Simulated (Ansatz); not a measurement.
Start from Si in the diamond structure (space group Fd-3m, No. 227; a = 5.402 Å).

The values are results of DFT with LDA, PAW potentials and a 420 eV plane-wave cutoff in Ansatz (an electronic-structure program), spin-orbit coupling left out, not measurements.

Before the change:

The band gap is 0.45 eV and the smallest direct gap is 2.53 eV. The width of the top valence band is 3.94 eV.

Perturbation: the cell is scaled by 0.9750 in all directions; the atoms relax in the strained cell.

Task: What happens to the band gap, smallest direct gap, energy relative to the base and width of the top valence band?

Result: The band gap decreases by 0.143 eV (0.45 eV → 0.30 eV); the smallest direct gap goes up by 0.03 eV to 2.56 eV; the energy increases by 36 meV/atom; the width of the top valence band goes up by 0.34 eV, from 3.94 eV to 4.28 eV.

No phonon test of stability was made.
